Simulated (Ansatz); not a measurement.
**HfO2 in the fluorite structure (space group Fm-3m, No. 225)**

```cif
data_HfO2
_chemical_formula_sum 'Hf1 O2'
_space_group_name_H-M_alt 'P 1'
_space_group_IT_number 1
_cell_length_a 3.56648
_cell_length_b 3.56648
_cell_length_c 3.56648
_cell_angle_alpha 60.000
_cell_angle_beta 60.000
_cell_angle_gamma 60.000
loop_
_space_group_symop_operation_xyz
  'x, y, z'
loop_
_atom_site_label
_atom_site_type_symbol
_atom_site_fract_x
_atom_site_fract_y
_atom_site_fract_z
_atom_site_occupancy
Hf1 Hf 0.00000 0.00000 0.00000 1
O1 O 0.25000 0.25000 0.25000 1
O2 O 0.75000 0.75000 0.75000 1
```

The values are results of Ansatz (a quantum-chemistry and plane-wave program), PBEsol, PAW, cutoff 420 eV, without spin-orbit coupling, not measurements. k-mesh 11×11×11 (Γ-centred); smearing 0.05 eV (Fermi–Dirac).

- Volume per atom = 10.69 Å³
- Density = 10.90 g/cm³
- Band gap = 3.69 eV, direct at X
- Electron mass = 1.1 mₑ along k, 0.70 mₑ across
- Total energy = -5575.025 eV/atom (σ→0; compares only within this code and set-up)

With Hf present, leaving out spin-orbit coupling can change the band edges. Effective masses come from finite differences of ±0.01 Å⁻¹. Along k means along the line from Γ to the band edge. Whether these cells are dynamically stable was not tested. This is not the structure that HfO2 has at room temperature and ambient pressure.
